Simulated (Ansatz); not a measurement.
```yaml
crystal:
  lattice:
    - [3.86420, -0.00121, -0.17960]
    - [3.85923, 5.46714, -0.31543]
    - [1.29265, 0.69586, 27.00726]
  atoms:
    - { symbol: Si, position: [0.14674, 0.46284, 0.10765] }
    - { symbol: Si, position: [0.39915, 0.71050, 0.10616] }
    - { symbol: Si, position: [0.16192, 0.94604, 0.03264] }
    - { symbol: Si, position: [0.40119, 0.20737, 0.03671] }
    - { symbol: Si, position: [0.14792, 0.46096, 0.24973] }
    - { symbol: Si, position: [0.39821, 0.71068, 0.24916] }
    - { symbol: Si, position: [0.14845, 0.96081, 0.17754] }
    - { symbol: Si, position: [0.39959, 0.20963, 0.17850] }
    - { symbol: Si, position: [0.14622, 0.46094, 0.39283] }
    - { symbol: Si, position: [0.39731, 0.70985, 0.39195] }
    - { symbol: Si, position: [0.14712, 0.96098, 0.32064] }
    - { symbol: Si, position: [0.39741, 0.21069, 0.32128] }
    - { symbol: Si, position: [0.15824, 0.44640, 0.53772] }
    - { symbol: Si, position: [0.39713, 0.70762, 0.53373] }
    - { symbol: Si, position: [0.14337, 0.96309, 0.46272] }
    - { symbol: Si, position: [0.39573, 0.21073, 0.46429] }
    - { symbol: Ni, position: [0.40336, 0.69693, 0.67964] }
    - { symbol: Ni, position: [0.39715, 0.20463, 0.61103] }
    - { symbol: Ni, position: [0.40963, 0.68958, 0.81992] }
    - { symbol: Ni, position: [0.41001, 0.18971, 0.75052] }
    - { symbol: Ni, position: [0.39759, 0.70399, 0.95946] }
    - { symbol: Ni, position: [0.40416, 0.19653, 0.89079] }
    - { symbol: Si, position: [0.65837, 0.94222, 0.67762] }
    - { symbol: Si, position: [0.15099, 0.95084, 0.60722] }
    - { symbol: Si, position: [0.67267, 0.42909, 0.61273] }
    - { symbol: Si, position: [0.15304, 0.44728, 0.68108] }
    - { symbol: Si, position: [0.66025, 0.93925, 0.82077] }
    - { symbol: Si, position: [0.15462, 0.94491, 0.74963] }
    - { symbol: Si, position: [0.66063, 0.43944, 0.74974] }
    - { symbol: Si, position: [0.15433, 0.44489, 0.82081] }
    - { symbol: Si, position: [0.67309, 0.92834, 0.95772] }
    - { symbol: Si, position: [0.15374, 0.94684, 0.88934] }
    - { symbol: Si, position: [0.65871, 0.44190, 0.89286] }
    - { symbol: Si, position: [0.15142, 0.45020, 0.96313] }
```

The first 16 atoms are the substrate (Si), the rest the film (NiSi2).

Computed with PBE (plane waves to 420 eV, PAW; Ansatz, an electronic-structure program). Spin–orbit coupling is left out; the runs are not spin-polarised; PBE gaps are too small against experiment. Its k-point mesh 10×6×1, Fermi–Dirac width 0.05 eV.

**Question.** Describe the bonding at the interfaces and give the barriers.

**Answer.** A periodic stack without vacuum, fluorite-type NiSi2 (1 1 0) on silicon (1 1 0) (film strained to the substrate, faces as cut): substrate slab Si16, film Ni6Si12, surface cells [[0, -1], [1, -1]] and [[0, -1], [1, -1]], film strained by +0.5 and +0.5 %, faces Si/Si and NiSi/NiSi as cut (like faces can put a slab off its formula).
- interface area: 21.2 Å²
- period: 27.05 Å
- gaps between the outermost planes at the two interfaces: 1.88 and 1.88 Å
- Si–Si contacts across the interfaces within 1.22 times the sum of covalent radii: 4, mean 2.51 Å
- Ni–Si contacts across the interfaces within 1.22 times the sum of covalent radii: 2, mean 2.38 Å
- hole barrier (PBE): 0.37 eV
- electron barrier (PBE): 0.24 eV
